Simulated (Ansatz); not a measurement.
Here is the system:

```yaml
crystal:
  lattice:
    - [0.00000, 2.88257, 2.88257]
    - [2.88257, 0.00000, 2.88257]
    - [2.88257, 2.88257, 0.00000]
  atoms:
    - { symbol: Ge, position: [0.00000, 0.00000, 0.00000] }
    - { symbol: Ge, position: [0.25000, 0.25000, 0.25000] }
```

Level of theory: PBE with spin-orbit coupling, rigid bands (plane waves, PAW; Ansatz, a program for electronic structure). Condition of this run: hydrostatic pressure of -2.8 GPa (compression positive) (the target of the relaxation). Cell: cell and atoms relaxed with PBEsol, then loaded as said.

Question: Is this a good metal at this level?

Answer: No. No gap is resolved, and few carriers conduct, as in a semimetal or a zero-gap semiconductor. N(E_F) = 0.038 states/eV a cell at 300 K and the Drude plasma energy along the best axis is 0.54 eV, several times under that of a simple or noble metal.
